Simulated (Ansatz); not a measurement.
A computed series for Y5Ge3: pressure series

The reference is Y5Ge3 (space group P6_3/mcm, No. 193; a = 8.4210 Å, c = 6.3356 Å; a cell from a computed database, its experimental status unchecked).

Cell and atoms are relaxed at each pressure.

Level of theory: Ansatz (a program for electronic structure), PBEsol, PAW, cutoff 420 eV, no SOC.

```
P (GPa)  V (Å³/atom)
-------  -----------
-2.00         25.018
-1.00         24.655
0.30          24.221
0.70          24.096
1.50          23.852
3.00          23.427
5.00          22.913
7.51          22.338
10.00         21.825
```

**Question.** Fit a third-order Birch–Murnaghan equation of state.

**Answer.** Least squares on P(V) = (3B₀/2)[(V₀/V)^(7/3) − (V₀/V)^(5/3)]·[1 + (3/4)(B₀′ − 4)((V₀/V)^(2/3) − 1)] gives V₀ = 24.32 Å³/atom, B₀ = 75 GPa and B₀′ = 3.9.

Load acts through the strain it causes; cell and atoms are relaxed under it. No phonon test of stability was made. No other phases were tried under pressure. All final runs are without spin polarisation.
